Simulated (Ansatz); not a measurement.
For CsCl-type CuPd, PBEsol in Ansatz (plane waves, PAW) gives:

| Property | Result |
|---|---|
| lattice parameter a | 2.962 Å |
| enthalpy of formation | -0.108 eV/atom |

Task: What does r²SCAN in Ansatz (PAW) give for the same quantities?

Result: 
- lattice constant a: 2.980 Å (goes up by 0.6 %)
- formation enthalpy: -0.129 eV/atom (moves by -0.021 eV/atom)

For comparison: lattice constant a 2.988 Å (measured, temperature not stated, copied from a table, unchecked, no zero-point or thermal correction; as tabulated in Crystal Structures 1, 85 (1963)).

Changes are worked out from the printed values.

Unless a cell is named, each level is at its own relaxed cell (PBEsol 12.99, r²SCAN 13.23 Å³/atom).

The crystal itself was run without spin with PBEsol, r²SCAN; a magnetic state was not tried in these runs.

Ansatz's density-functional and Hartree–Fock values are scalar-relativistic unless marked +SOC, with PAW data made under PBE.

Ansatz is a quantum-chemistry and plane-wave program.
